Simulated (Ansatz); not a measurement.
Take GaSb in the zinc blende structure (space group F-43m, No. 216; a = 6.049 Å) as the base. Axes: x, y, z lie along the cube axes.

Method: DFT with LDA, PAW potentials and a 420 eV plane-wave cutoff in Ansatz (a first-principles code), scalar-relativistic without spin-orbit coupling.

Strains are applied to the cell and any free atomic positions relax.

One change was made to it. Results:

| quantity | base | after |
|---|---|---|
| shortest interatomic distance | 2.619 Å | 2.611 Å |
| energy relative to the base (free energy F) | 0 meV/atom | +1.9 meV/atom |
| pressure (mean of the normal stresses, compression positive) | 0.0 GPa | 0.0 GPa |

**Question.** Name the change that was made.
A) tensor shear ε_xy = +1.14 %
B) tensor shear ε_xy = +1.71 %
C) tensor shear ε_xy = +0.29 %
D) tensor shear ε_xy = +0.57 %
E) tensor shear ε_xy = +2.00 %

**Answer.** A, tensor shear ε_xy = +1.14 %. For comparison, the energy relative to the base in the other runs: tensor shear ε_xy = +0.57 % gives +0.5 meV/atom; tensor shear ε_xy = +1.71 % gives +4.2 meV/atom; tensor shear ε_xy = +0.29 % gives +0.1 meV/atom; tensor shear ε_xy = +2.00 % gives +5.8 meV/atom.

Stability against distortions was not tested. All final runs are without spin polarisation.
